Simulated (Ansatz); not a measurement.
**HgS under a change: S → W**

The reference is HgS in the rock salt structure (space group Fm-3m, No. 225; a = 5.4516 Å; a model cell, its experimental status unchecked).

The change: every S is replaced by W; the structure is relaxed again.

Calculations: DFT with PBEsol, PAW potentials and a 420 eV plane-wave cutoff in Ansatz (a program for electronic structure), no spin-orbit coupling, earlier PAW set. Γ-centred 15×15×15 mesh, Fermi–Dirac width 0.05 eV.

The volume per atom decreases by 0.34 Å³ (20.25 Å³ → 19.91 Å³) and the density increases by 6.49 g/cm³ to 16.03 g/cm³. The lattice parameter a drops by 0.031 Å (5.452 Å → 5.421 Å) and the space group stays Fm-3m (No. 225). The band gap remains zero.

Final structure:

```yaml
crystal:
  lattice:
    - [0.00000, 2.71049, 2.71049]
    - [2.71049, 0.00000, 2.71049]
    - [2.71049, 2.71049, 0.00000]
  atoms:
    - { symbol: W, position: [0.00000, 0.00000, 0.00000] }
    - { symbol: Hg, position: [0.50000, 0.50000, 0.50000] }
```

Whether these cells are dynamically stable was not tested. As relaxed here, HgW is a hypothetical phase, not in the database extracts checked. All final runs are without spin polarisation. HgW has a high density of states at the Fermi level and may be magnetic at this level. This is not the structure that HgS has at room temperature and ambient pressure.
